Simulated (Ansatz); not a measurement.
Base system: SiO2 in the rutile structure (space group P4_2/mnm, No. 136).

```xyz
6
Lattice="4.1852 0.0000 0.0000 0.0000 4.1852 0.0000 0.0000 0.0000 2.6688" Properties=species:S:1:pos:R:3 pbc="T T T"
Si     2.0926     2.0926     1.3344
Si     0.0000     0.0000     0.0000
O      3.3737     3.3737     1.3344
O      1.2811     2.9041     0.0000
O      2.9041     1.2811     0.0000
O      0.8115     0.8115     1.3344
```

Cartesian axes are those of the cell as printed.

All numbers come from plane-wave PAW DFT at the r2SCAN level (Ansatz, an electronic-structure program, 500 eV), no SOC.

For the base:

| Item | Result |
|---|---|
| Volume per atom | 7.79 Å³ |
| Hole mass | 1.7 mₑ along c, 1.1 mₑ across (at Γ) |

It is then changed as follows: uniaxial stress, 5 GPa tension along x, with the cell and atoms free to relax against it.

Problem. Estimate the effect on the mean lateral Poisson ratio, volume per atom, energy relative to the base, hole mass and secant Young's modulus along x.

Solution. The mean lateral Poisson ratio comes out as 0.27; the volume per atom goes up by 0.05 Å³ (7.79 Å³ → 7.84 Å³); the energy increases by 1.8 meV/atom; the hole mass changes from 1.7 mₑ along c, 1.1 mₑ across (at Γ) to 0.97 mₑ along x, 1.3 mₑ along y, 1.9 mₑ along z (at Γ); the secant Young's modulus along x amounts to 340 GPa.

The levels and masses belong to the bands next to the band gap. Load acts through the strain it causes; cell and atoms are relaxed under it. Masses are band curvatures over ±0.01 Å⁻¹ around the edge. Beyond what the load breaks, stability against distortions was not tested.
